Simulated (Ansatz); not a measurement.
Consider MoTe2 (space group P6_3/mmc, No. 194; a = 3.434 Å, c = 13.329 Å; layered, stacked along the Cartesian z axis). Axes: x lies along a and z along c of the hexagonal cell.

Method: PBEsol-D3(BJ) (Ansatz, an electronic-structure program), without spin-orbit coupling.

Before the change:

The pressure is 0.00 GPa and the band gap is 0.33 eV.

One thing is altered: biaxial strain +2.40 %, plane normal [001], relaxed out of plane (Cartesian); in-plane vectors clamped, the third vector and the atoms free.

Q: How does this affect the pressure?

A: The pressure (mean of the normal stresses, compression positive) goes from zero to -2.58 GPa.

Q: How does this affect the band gap?

A: The band gap decreases by 0.14 eV, from 0.33 eV to 0.19 eV.

Spin-orbit coupling, missing from the scalar runs, can matter with Te. No phonon test of stability was made. A zero or small gap of MoTe2 under biaxial strain +2.40 %, plane normal [001], relaxed out of plane can be the functional's error rather than a property of the material.
